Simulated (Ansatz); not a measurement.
The reference is ZnS in the zinc blende structure (space group F-43m, No. 216; a = 5.443 Å). Axes: x, y, z lie along the cube axes.

Method: PBE/PAW in Ansatz (a quantum-chemistry and plane-wave program), spin-orbit coupling left out.

The change: an isotropic linear strain of +1.00 %; the atoms relax in the strained cell.

### Question
Predict the stress tensor and what it implies for the stiffness.

### Answer
Stress of the strained cell less that of the base (GPa, compression positive):
```
  -1.94    0.00    0.00
   0.00   -1.94    0.00
   0.00    0.00   -1.94
```

Then B = −ΔP/(ΔV/V₀) with ΔV/V₀ = 0.0303 gives secant stiffness values (nonlinear terms included at this strain): B ≈ 64 GPa.

Whether these cells are dynamically stable was not tested.
